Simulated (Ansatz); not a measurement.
# NbN: pressure series

Consider NbN in the rock salt structure (space group Fm-3m, No. 225).

```yaml
crystal:
  lattice:
    - [0.00000, 2.21063, 2.21063]
    - [2.21063, 0.00000, 2.21063]
    - [2.21063, 2.21063, 0.00000]
  atoms:
    - { symbol: N, position: [0.00000, 0.00000, 0.00000] }
    - { symbol: Nb, position: [0.50000, 0.50000, 0.50000] }
```

Cell and atoms are relaxed at each pressure.

Level of theory: Kohn–Sham DFT with the PBE functional, run in Ansatz (a program for electronic structure) with PAW and 420 eV plane waves, scalar-relativistic without spin-orbit coupling.

| P (GPa) | V (Å³/atom) |
|---|---|
| -1.99 | 10.875 |
| -0.99 | 10.838 |
| 1.80 | 10.741 |
| 4.20 | 10.661 |
| 9.00 | 10.509 |
| 18.00 | 10.253 |
| 30.00 | 9.956 |
| 45.00 | 9.638 |
| 60.00 | 9.365 |

A third-order Birch–Murnaghan fit to these points gives V₀ = 10.80 Å³/atom, B₀ = 307 GPa and B₀′ = 4.3. At pressure 60 GPa the volume is 86.7 % of V₀.

Measured bulk modulus of NbN: 292 GPa (temperature not stated; as listed in arXiv:1102.4063); the computed value is for a static lattice, so the two differ by thermal effects too.

Load acts through the strain it causes; cell and atoms are relaxed under it. Stability against distortions was not tested. No other phases were tried under pressure. All final runs are without spin polarisation.
